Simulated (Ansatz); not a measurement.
O on the 1x1 (10-10) surface of wurtzite ZnO (cut with top plane O + Zn), one in a 2x1 cell, started at the site 'over O at depth 0.9 Å'

Host crystal: wurtzite ZnO, with a band gap (PBE, scalar-relativistic without spin-orbit coupling).

Calculation: r2SCAN, at the PBE geometry and the start's symmetry (plane waves to 500 eV, PAW; Ansatz, an electronic-structure program).

Set-up: 33 atoms, 9.4 Å thick at the start under the adsorbate (thin: gaps and levels are the slab's own); mesh 3x4x1; 0.01 eV smearing; dipole correction on; single point; on the structure that PBE left under its start's symmetry; spin-polarised, no spin-orbit, no U, no dispersion correction. The starting moment vanished. The program's check for a lower electronic state was not made. It is one chosen start, not shown to be the lowest state of the adsorbate.

```json
{
  "energy of the end state, in which the adsorbate paired with a surface O atom, against ½ O2(g) at the same level": "1.36 eV",
  "change_of_the_step_from_the_bottom_to_the_top_vacuum_level_against_the_clean_slab": "-0.091 eV",
  "height of the binding atom over the mean of the host atoms within 0.3 Å of the top one": "0.361 Å",
  "magnetic_moment_of_the_cell": "0.00 μB"
}
```

A negative adsorption energy means that the adsorbate is more stable on the surface than in its reference.
